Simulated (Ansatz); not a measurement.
## fcc Cu (1 1 1) on antifluorite Mg2Si (1 1 1) (film strained to the substrate, started from cuts of the bulks and a machine-learned relaxation; slabs Mg8Si4 and Cu15, which can lie off the formulas)

A periodic stack without vacuum, fcc Cu (1 1 1) on antifluorite Mg2Si (1 1 1) (film strained to the substrate, started from cuts of the bulks and a machine-learned relaxation; slabs Mg8Si4 and Cu15, which can lie off the formulas): substrate slab Mg8Si4, film Cu15, surface cells [[0, 1], [-1, 0]] and [[1, -2], [1, 1]], film strained by +1.2 and +1.2 %, outermost planes Mg/Mg and Cu/Cu as cut, which need not be the usual terminations and can put a slab off its formula.

The start was prepared with a machine-learned potential, and the result is one local minimum, with the in-plane cell held and forces under 0.04 eV/Å; the film can end far from its bulk form.

Level of theory: PBE (plane waves to 420 eV, PAW; Ansatz, an electronic-structure program). Scalar-relativistic, without spin–orbit coupling; the runs are not spin-polarised; PBE gaps are too small against experiment. Its k-point mesh 8×8×1, Fermi–Dirac width 0.05 eV.

interface area: 17.5 Å²
period: 24.05 Å
heights between the nearest atoms of the two slabs at the two interfaces: 2.06 and 2.08 Å
Cu–Mg contacts across the interfaces within 1.22 times the sum of covalent radii: 6, mean 2.60 Å
Cu–Si contacts across the interfaces within 1.22 times the sum of covalent radii: 6, mean 2.62 Å

```
Cu15Mg8Si4
1.0
    4.49922     0.00092     0.04956
   -2.24916     3.89466    -0.14709
   -1.79493     0.82523    24.01337
Mg Si Cu
8 4 15
Direct
  0.72522   0.23564   0.05197
  0.40746   0.56716   0.10420
  0.09527   0.89823   0.17638
  0.78698   0.22982   0.25398
  0.48088   0.56173   0.33128
  0.17430   0.89460   0.40887
  0.86854   0.22984   0.48106
  0.55321   0.56330   0.53341
  0.05892   0.90082   0.05576
  0.44120   0.56427   0.21647
  0.82731   0.22764   0.36878
  0.22036   0.89748   0.52950
  0.93633   0.91599   0.61898
  0.58631   0.22718   0.62068
  0.24890   0.57755   0.62043
  0.95124   0.23552   0.70574
  0.62031   0.57431   0.70479
  0.28437   0.90527   0.70819
  0.98052   0.56840   0.79257
  0.64927   0.90559   0.79275
  0.31917   0.24336   0.79268
  0.01016   0.90270   0.87712
  0.67521   0.23379   0.88046
  0.34220   0.57042   0.87965
  0.04354   0.23007   0.96551
  0.70695   0.58054   0.96481
  0.35632   0.89143   0.96559
```
